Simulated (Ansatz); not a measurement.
Take YN in the rock salt structure (space group Fm-3m, No. 225) as the base.

```yaml
crystal:
  lattice:
    - [0.00000, 2.44784, 2.44784]
    - [2.44784, 0.00000, 2.44784]
    - [2.44784, 2.44784, 0.00000]
  atoms:
    - { symbol: Y, position: [0.00000, 0.00000, 0.00000] }
    - { symbol: N, position: [0.50000, 0.50000, 0.50000] }
```

Cartesian axes are those of the cell as printed.

All numbers come from r2SCAN (Ansatz, an electronic-structure program, PAW, no SOC).

Strains are applied to the cell and any free atomic positions relax; under biaxial strain the out-of-plane vector relaxes too.

One change was made to it. Results:

```tsv
quantity	base	after
pressure (mean of the normal stresses, compression positive)	0.0 kbar	26.9 kbar
valence-band top at Γ (three highest levels, from the VBM)	0.00, 0.00, 0.00 eV	0.00, 0.00, -0.07 eV
energy relative to the base (free energy F)	0 meV/atom	+3.6 meV/atom
electron mass	1.3 mₑ along k, 0.15 mₑ across (at X)	1.3 mₑ along k, 0.14 mₑ across (at X)
```

Which change produced these results?
(A) biaxial strain −1.00 %, plane normal [001], relaxed out of plane
(B) biaxial strain −0.50 %, plane normal [001], relaxed out of plane
(C) biaxial strain −1.50 %, plane normal [001], relaxed out of plane

A, biaxial strain −1.00 %, plane normal [001], relaxed out of plane. For comparison, the valence-band top at Γ in the other runs: biaxial strain −0.50 %, plane normal [001], relaxed out of plane gives 0.00, 0.00, -0.03 eV; biaxial strain −1.50 %, plane normal [001], relaxed out of plane gives 0.00, 0.00, -0.10 eV.

The levels and masses belong to the bands next to the band gap. Effective masses come from finite differences of ±0.01 Å⁻¹. Along k means along the line from Γ to the band edge. Stability against distortions was not tested.
